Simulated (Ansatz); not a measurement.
We look at the formation energy of the neutral Al_Si + O_N in Si3N4 (P6₃/m). Reaction: 24 Si3N4 (P6₃/m) + Al (fcc) + 1/2 O2 (gas) → cell A + Si (diamond) + 1/2 N2 (gas).

Cell A: a supercell of 168 sites of Si3N4 (P6₃/m) with Al on a Si site (3 N at 1.82 Å and 1 O at 1.91 Å); O on a N site (2 Si at 1.75 Å and 1 Al at 1.91 Å); the closest two of these centres are 1.9 Å apart; spin state with PBE: run without spin, k-point mesh 2×2×2.
```yaml
crystal:
  lattice:
    - [15.32781, 0.00000, 0.00000]
    - [-7.66390, 13.27427, 0.00000]
    - [0.00000, 0.00000, 8.77883]
  atoms:
    - { symbol: Si, position: [0.11562, 0.41250, 0.25000] }
    - { symbol: Si, position: [0.38385, 0.08745, 0.08324] }
    - { symbol: Si, position: [0.20245, 0.11492, 0.08302] }
    - { symbol: Si, position: [0.29683, 0.38414, 0.25000] }
    - { symbol: Si, position: [0.08754, 0.20298, 0.25000] }
    - { symbol: Si, position: [0.41156, 0.29619, 0.08425] }
    - { symbol: N, position: [0.16634, 0.33321, 0.25000] }
    - { symbol: N, position: [0.33220, 0.16549, 0.08152] }
    - { symbol: N, position: [0.48007, 0.32995, 0.25000] }
    - { symbol: N, position: [0.01529, 0.16522, 0.08338] }
    - { symbol: N, position: [0.14929, 0.48445, 0.08335] }
    - { symbol: N, position: [0.35128, 0.01548, 0.25000] }
    - { symbol: N, position: [0.16437, 0.14884, 0.25000] }
    - { symbol: N, position: [0.33372, 0.34961, 0.08288] }
    - { symbol: Si, position: [0.11549, 0.41254, 0.58341] }
    - { symbol: Si, position: [0.38385, 0.08745, 0.41676] }
    - { symbol: Si, position: [0.20245, 0.11492, 0.41698] }
    - { symbol: Si, position: [0.29662, 0.38426, 0.58341] }
    - { symbol: Si, position: [0.08733, 0.20300, 0.58347] }
    - { symbol: Si, position: [0.41156, 0.29619, 0.41575] }
    - { symbol: N, position: [0.16621, 0.33324, 0.58357] }
    - { symbol: N, position: [0.33220, 0.16549, 0.41848] }
    - { symbol: N, position: [0.48386, 0.33419, 0.58313] }
    - { symbol: N, position: [0.01529, 0.16522, 0.41662] }
    - { symbol: N, position: [0.14929, 0.48445, 0.41665] }
    - { symbol: N, position: [0.35147, 0.01542, 0.58325] }
    - { symbol: N, position: [0.16411, 0.14886, 0.58351] }
    - { symbol: N, position: [0.33372, 0.34961, 0.41712] }
    - { symbol: Si, position: [0.11549, 0.41254, 0.91659] }
    - { symbol: Si, position: [0.38437, 0.08755, 0.75000] }
    - { symbol: Si, position: [0.20290, 0.11531, 0.75000] }
    - { symbol: Si, position: [0.29662, 0.38426, 0.91659] }
    - { symbol: Si, position: [0.08733, 0.20300, 0.91653] }
    - { symbol: Si, position: [0.41233, 0.29688, 0.75000] }
    - { symbol: N, position: [0.16621, 0.33324, 0.91643] }
    - { symbol: N, position: [0.33305, 0.16635, 0.75000] }
    - { symbol: N, position: [0.48386, 0.33419, 0.91687] }
    - { symbol: N, position: [0.01509, 0.16526, 0.75000] }
    - { symbol: N, position: [0.14923, 0.48455, 0.75000] }
    - { symbol: N, position: [0.35147, 0.01542, 0.91675] }
    - { symbol: N, position: [0.16411, 0.14886, 0.91649] }
    - { symbol: N, position: [0.33426, 0.34991, 0.75000] }
    - { symbol: Si, position: [0.11575, 0.91241, 0.25000] }
    - { symbol: Si, position: [0.38482, 0.58739, 0.08332] }
    - { symbol: Si, position: [0.20319, 0.61550, 0.08336] }
    - { symbol: Si, position: [0.29698, 0.88416, 0.25000] }
    - { symbol: Si, position: [0.08741, 0.70278, 0.25000] }
    - { symbol: Si, position: [0.41244, 0.79663, 0.08337] }
    - { symbol: N, position: [0.16672, 0.83310, 0.25000] }
    - { symbol: N, position: [0.33340, 0.66642, 0.08334] }
    - { symbol: N, position: [0.48453, 0.83491, 0.25000] }
    - { symbol: N, position: [0.01494, 0.66409, 0.08384] }
    - { symbol: N, position: [0.14969, 0.98415, 0.08325] }
    - { symbol: N, position: [0.35057, 0.51527, 0.25000] }
    - { symbol: N, position: [0.16514, 0.64953, 0.25000] }
    - { symbol: N, position: [0.33500, 0.85017, 0.08340] }
    - { symbol: Si, position: [0.11566, 0.91231, 0.58345] }
    - { symbol: Si, position: [0.38482, 0.58739, 0.41668] }
    - { symbol: Si, position: [0.20319, 0.61550, 0.41664] }
    - { symbol: Si, position: [0.29704, 0.88422, 0.58326] }
    - { symbol: Si, position: [0.08739, 0.70280, 0.58298] }
    - { symbol: Si, position: [0.41244, 0.79663, 0.41663] }
    - { symbol: N, position: [0.16674, 0.83312, 0.58298] }
    - { symbol: N, position: [0.33340, 0.66642, 0.41666] }
    - { symbol: N, position: [0.48442, 0.83496, 0.58336] }
    - { symbol: N, position: [0.01494, 0.66409, 0.41616] }
    - { symbol: N, position: [0.14969, 0.98415, 0.41675] }
    - { symbol: N, position: [0.35035, 0.51533, 0.58341] }
    - { symbol: N, position: [0.16499, 0.64946, 0.58319] }
    - { symbol: N, position: [0.33500, 0.85017, 0.41660] }
    - { symbol: Si, position: [0.11566, 0.91231, 0.91655] }
    - { symbol: Si, position: [0.38455, 0.58748, 0.75000] }
    - { symbol: Si, position: [0.20300, 0.61555, 0.75000] }
    - { symbol: Si, position: [0.29704, 0.88422, 0.91674] }
    - { symbol: Si, position: [0.08739, 0.70280, 0.91702] }
    - { symbol: Si, position: [0.41232, 0.79667, 0.75000] }
    - { symbol: N, position: [0.16674, 0.83312, 0.91702] }
    - { symbol: N, position: [0.33318, 0.66649, 0.75000] }
    - { symbol: N, position: [0.48442, 0.83496, 0.91664] }
    - { symbol: N, position: [0.01574, 0.66529, 0.75000] }
    - { symbol: N, position: [0.15022, 0.98442, 0.75000] }
    - { symbol: N, position: [0.35035, 0.51533, 0.91659] }
    - { symbol: N, position: [0.16499, 0.64946, 0.91681] }
    - { symbol: N, position: [0.33484, 0.85012, 0.75000] }
    - { symbol: Al, position: [0.61547, 0.41651, 0.25000] }
    - { symbol: Si, position: [0.88455, 0.08730, 0.08330] }
    - { symbol: Si, position: [0.70320, 0.11503, 0.08246] }
    - { symbol: Si, position: [0.80133, 0.38503, 0.25000] }
    - { symbol: Si, position: [0.58566, 0.19804, 0.25000] }
    - { symbol: Si, position: [0.91264, 0.29641, 0.08301] }
    - { symbol: O, position: [0.66977, 0.32824, 0.25000] }
    - { symbol: N, position: [0.83326, 0.16649, 0.08331] }
    - { symbol: N, position: [0.98420, 0.33528, 0.25000] }
    - { symbol: N, position: [0.51612, 0.16585, 0.08381] }
    - { symbol: N, position: [0.65388, 0.48834, 0.07403] }
    - { symbol: N, position: [0.85019, 0.01551, 0.25000] }
    - { symbol: N, position: [0.66549, 0.14921, 0.25000] }
    - { symbol: N, position: [0.83420, 0.34960, 0.08291] }
    - { symbol: Si, position: [0.61495, 0.41400, 0.58383] }
    - { symbol: Si, position: [0.88455, 0.08730, 0.41670] }
    - { symbol: Si, position: [0.70320, 0.11503, 0.41754] }
    - { symbol: Si, position: [0.79652, 0.38497, 0.58395] }
    - { symbol: Si, position: [0.58787, 0.20378, 0.58383] }
    - { symbol: Si, position: [0.91264, 0.29641, 0.41699] }
    - { symbol: N, position: [0.66641, 0.33385, 0.58071] }
    - { symbol: N, position: [0.83326, 0.16649, 0.41669] }
    - { symbol: N, position: [0.98423, 0.33532, 0.58343] }
    - { symbol: N, position: [0.51612, 0.16585, 0.41619] }
    - { symbol: N, position: [0.65388, 0.48834, 0.42597] }
    - { symbol: N, position: [0.85021, 0.01561, 0.58341] }
    - { symbol: N, position: [0.66501, 0.14985, 0.58315] }
    - { symbol: N, position: [0.83420, 0.34960, 0.41709] }
    - { symbol: Si, position: [0.61495, 0.41400, 0.91617] }
    - { symbol: Si, position: [0.88432, 0.08758, 0.75000] }
    - { symbol: Si, position: [0.70288, 0.11563, 0.75000] }
    - { symbol: Si, position: [0.79652, 0.38497, 0.91605] }
    - { symbol: Si, position: [0.58787, 0.20378, 0.91617] }
    - { symbol: Si, position: [0.91211, 0.29698, 0.75000] }
    - { symbol: N, position: [0.66641, 0.33385, 0.91929] }
    - { symbol: N, position: [0.83308, 0.16678, 0.75000] }
    - { symbol: N, position: [0.98423, 0.33532, 0.91657] }
    - { symbol: N, position: [0.51564, 0.16536, 0.75000] }
    - { symbol: N, position: [0.64867, 0.48482, 0.75000] }
    - { symbol: N, position: [0.85021, 0.01561, 0.91659] }
    - { symbol: N, position: [0.66501, 0.14985, 0.91685] }
    - { symbol: N, position: [0.83407, 0.34998, 0.75000] }
    - { symbol: Si, position: [0.61541, 0.91203, 0.25000] }
    - { symbol: Si, position: [0.88353, 0.58771, 0.08271] }
    - { symbol: Si, position: [0.70375, 0.61623, 0.08133] }
    - { symbol: Si, position: [0.79697, 0.88446, 0.25000] }
    - { symbol: Si, position: [0.58802, 0.70254, 0.25000] }
    - { symbol: Si, position: [0.91314, 0.79786, 0.08340] }
    - { symbol: N, position: [0.66672, 0.83321, 0.25000] }
    - { symbol: N, position: [0.83447, 0.66805, 0.08368] }
    - { symbol: N, position: [0.98508, 0.83589, 0.25000] }
    - { symbol: N, position: [0.51573, 0.66511, 0.08324] }
    - { symbol: N, position: [0.64917, 0.98446, 0.08342] }
    - { symbol: N, position: [0.84745, 0.51362, 0.25000] }
    - { symbol: N, position: [0.66571, 0.64958, 0.25000] }
    - { symbol: N, position: [0.83554, 0.85123, 0.08328] }
    - { symbol: Si, position: [0.61526, 0.91254, 0.58350] }
    - { symbol: Si, position: [0.88353, 0.58771, 0.41729] }
    - { symbol: Si, position: [0.70375, 0.61623, 0.41867] }
    - { symbol: Si, position: [0.79690, 0.88451, 0.58344] }
    - { symbol: Si, position: [0.58784, 0.70369, 0.58361] }
    - { symbol: Si, position: [0.91314, 0.79786, 0.41660] }
    - { symbol: N, position: [0.66672, 0.83404, 0.58342] }
    - { symbol: N, position: [0.83447, 0.66805, 0.41632] }
    - { symbol: N, position: [0.98483, 0.83535, 0.58358] }
    - { symbol: N, position: [0.51573, 0.66511, 0.41676] }
    - { symbol: N, position: [0.64917, 0.98446, 0.41658] }
    - { symbol: N, position: [0.85156, 0.51562, 0.58366] }
    - { symbol: N, position: [0.66686, 0.65267, 0.58438] }
    - { symbol: N, position: [0.83554, 0.85123, 0.41672] }
    - { symbol: Si, position: [0.61526, 0.91254, 0.91650] }
    - { symbol: Si, position: [0.88486, 0.58792, 0.75000] }
    - { symbol: Si, position: [0.70294, 0.61589, 0.75000] }
    - { symbol: Si, position: [0.79690, 0.88451, 0.91656] }
    - { symbol: Si, position: [0.58784, 0.70369, 0.91639] }
    - { symbol: Si, position: [0.91248, 0.79702, 0.75000] }
    - { symbol: N, position: [0.66672, 0.83404, 0.91658] }
    - { symbol: N, position: [0.83347, 0.66664, 0.75000] }
    - { symbol: N, position: [0.98483, 0.83535, 0.91642] }
    - { symbol: N, position: [0.51537, 0.66546, 0.75000] }
    - { symbol: N, position: [0.64905, 0.98486, 0.75000] }
    - { symbol: N, position: [0.85156, 0.51562, 0.91634] }
    - { symbol: N, position: [0.66686, 0.65267, 0.91562] }
    - { symbol: N, position: [0.83559, 0.85119, 0.75000] }
```

Reference: Si (diamond, Fd-3m), 2 atoms in the cell, k-point mesh 10×10×10 on the run's own vectors. Conventional cell: a = 5.4700 Å, b = 5.4700 Å, c = 5.4700 Å, α = 90.00°, β = 90.00°, γ = 90.00°.

Reference: Si3N4 (P6₃/m), 168 atoms in the cell, the relaxed perfect crystal repeated, atoms not moved again, k-point mesh 2×2×2 on the run's own vectors.

Reference: Al (fcc, Fm-3m), 1 atom in the cell, k-point mesh 26×26×26 on the run's own vectors. Conventional cell: a = b = c = 4.042 Å, α = β = γ = 90.00°.

Reference: an isolated N2 molecule (singlet) in a box of 11 × 11 × 13 Å.

Reference: an isolated O2 molecule (triplet) in a box of 11 × 11 × 13 Å.

Plane-wave PAW calculations with Ansatz (an electronic-structure program), its default PAW set, cutoff 420 eV. The structures are at rest with PBE, within the held lattices. Neutral cells; Fermi-Dirac smearing of at most 0.10 eV in the solids, energies taken to zero width. Larger cells are relaxed from a start prepared with the learned potential CHGNet, on a coarser mesh till forces fall under 0.03 eV/Å, which some starts already meet. A dispersion term (D3(BJ), or D4 for r2SCAN) was computed beside these levels and is taken off wherever the name lacks it. Nuclei at rest; no vibrational terms. Cells are local rest points, mostly with their start's symmetry. No correction for cell size. Mesh and cell size may move defect energies by 0.1 eV or more. The value holds for the reservoirs listed; other chemical potentials shift it. Cell A has symmetry Pm within 0.02 Å and got no random move, so less symmetric positions, which may lie lower, weren't tried.

### Question
Predict the value from PBE.

### Answer
-2.71 eV, for 24 Si3N4 (P6₃/m) + Al (fcc) + 1/2 O2 (gas) → cell A + Si (diamond) + 1/2 N2 (gas).
